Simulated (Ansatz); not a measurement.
```xyz
4
Lattice="3.3758 0.0000 0.0000 -1.6879 2.9235 0.0000 0.0000 0.0000 6.0895" Properties=species:S:1:pos:R:3 pbc="T T T"
Al     0.0000     1.9490     3.2460
Mg     1.6879     0.9745     5.7773
S      0.0000     1.9490     0.9571
N      1.6879     0.9745     3.7208
```

The cell was generated from a structure type, relaxed within its symmetry, and need not be the phase found at ambient conditions.

Question: Give the diagonal Born effective charges atom by atom and the electronic dielectric tensor from linear response, Ansatz (a program for electronic structure), PBEsol functional, plane-wave PAW.

Answer: 
```json
[
 {"atom": "Al1", "Z*xx": "2.55", "Z*yy": "2.55", "Z*zz": "2.89"},
 {"atom": "Mg2", "Z*xx": "1.76", "Z*yy": "1.76", "Z*zz": "1.96"},
 {"atom": "S3", "Z*xx": "-1.51", "Z*yy": "-1.51", "Z*zz": "-2.57"},
 {"atom": "N4", "Z*xx": "-2.81", "Z*yy": "-2.81", "Z*zz": "-2.28"}
]
```

ε∞ diagonal: 5.3, 5.3, 5.9. The k mesh is 8×8×4. The program warned that the k mesh resolves the field response only roughly, so the permittivities and charges are not converged. Away from Γ the polar cell without biaxial strain shows no imaginary mode on a 2×2×2 mesh.

The PAW data sets were generated under PBE and serve the other functionals too.
